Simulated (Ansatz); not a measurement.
The reference is GaCuSe2 in the chalcopyrite structure (space group I-42d, No. 122; a = 5.570 Å, c = 11.075 Å).

Now apply this change: an isotropic linear strain of −1.50 %; the atoms relax in the strained cell.

Method: PBEsol (Ansatz, an electronic-structure program; PAW; 420 eV plane waves; no spin-orbit coupling).

Base, band edges from the VBM (valence, conduction): M -0.99, 1.70; G -0.76, 1.32; R -0.76, 1.32; X -0.54, 1.03; Γ 0.00, 0.12; S₀ -0.65, 1.85; S -0.65, 1.85; N -0.63, 2.14; P -0.74, 1.48 eV.

Q: Give the band edges at the high-symmetry points of the new zone, measured from its valence-band maximum.

A: 
```csv
point,valence edge (eV),conduction edge (eV)
Γ,0.00,0.32
X,-0.59,1.14
P,-0.80,1.61
N,-0.69,2.32
M,-1.09,1.70
S,-0.72,1.88
S₀,-0.72,1.88
R,-0.83,1.44
G,-0.83,1.44
```

The gap is 0.32 eV, direct at Γ.

Stability against distortions was not tested. The final runs are not spin-polarised.
